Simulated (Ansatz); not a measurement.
**Mg2Ge: pressure series**

Base system: Mg2Ge in the anti-fluorite structure (space group Fm-3m, No. 225; a = 6.3640 Å).

Cell and atoms are relaxed at each pressure.

Computed with PBEsol in Ansatz (plane waves to 420 eV, PAW, spin-orbit coupling left out), earlier PAW set.

Task: Only one of these has no band gap. Which?
A. pressure 10 GPa
B. pressure −1 GPa
C. pressure −2 GPa

Result: A, pressure 10 GPa. Computed: pressure −2 GPa: 0.12 eV; pressure 10 GPa: zero; pressure −1 GPa: 0.10 eV

Load acts through the strain it causes; cell and atoms are relaxed under it. Whether these cells are dynamically stable was not tested. Competing high-pressure phases were not computed. The final runs are not spin-polarised. The zero or small gap of Mg2Ge can change with the level of theory.

Ansatz is a program for electronic structure.
